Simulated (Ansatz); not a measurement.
Consider the following.

```
Ge
1.0
    0.01726     2.85164     2.85164
    2.85164     0.01726     2.85164
    2.85164     2.85164     0.01726
Ge
2
Direct
  0.50042   0.50042   0.50042
  0.74958   0.74958   0.74958
```

Computed with PBEsol, rigid bands (plane waves, PAW, scalar-relativistic; Ansatz, an electronic-structure program). Condition of this run: uniaxial stress along [111] of -1 GPa (compression positive) (the target of the relaxation). How the cell was made: cell and atoms relaxed with PBEsol, then loaded as said.

### Question
Is this a good metal at this level?

### Answer
No. No gap shows, but r2SCAN opens one on the same cell, so the missing gap may be the functional's error (that test had no spin-orbit coupling). N(E_F) = 0.0163 states/eV a cell at 300 K and the Drude plasma energy along the best axis is 0.33 eV, several times under that of a simple or noble metal.

Spin-orbit coupling is left out; it can open or close a small gap.
